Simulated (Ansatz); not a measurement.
Ag2S, pressure series

Consider Ag$_{2}$S (space group Cmcm, No. 63; a = 4.653 Å, b = 6.935 Å, c = 7.209 Å; a cell from a computed database, its experimental status unchecked).

Cell and atoms are relaxed at each pressure.

Level of theory: DFT with PBEsol, PAW potentials and a 420 eV plane-wave cutoff in Ansatz (an electronic-structure program), no spin-orbit coupling, earlier PAW set.

```json
[
 {"pressure (GPa)": "-2", "volume per atom (Å³/atom)": "22.158"},
 {"pressure (GPa)": "-1", "volume per atom (Å³/atom)": "?"},
 {"pressure (GPa)": "0", "volume per atom (Å³/atom)": "19.385"},
 {"pressure (GPa)": "0.9", "volume per atom (Å³/atom)": "18.716"},
 {"pressure (GPa)": "2.1", "volume per atom (Å³/atom)": "18.050"},
 {"pressure (GPa)": "4.5", "volume per atom (Å³/atom)": "16.960"}
]
```

### Question
Fit the third-order Birch–Murnaghan form P(V) = (3B₀/2)[(V₀/V)^(7/3) − (V₀/V)^(5/3)]·[1 + (3/4)(B₀′ − 4)((V₀/V)^(2/3) − 1)] (squares taken in P) to the rows shown and predict the withheld row.

### Answer
Least squares on the printed values gives V₀ = 19.416 Å³/atom, B₀ = 22.5 GPa, B₀′ = 5.9; this predicts 20.448 Å³/atom, and the run gives 21.028 Å³/atom, 0.580 higher.

The mesh was chosen for an insulator and is coarse for the gapless case. Load acts through the strain it causes; cell and atoms are relaxed under it. Stability against distortions was not tested. The base started in Cm and relaxed to Cmcm at this level. The final runs are not spin-polarised. This is not the structure that Ag2S has at room temperature and ambient pressure.
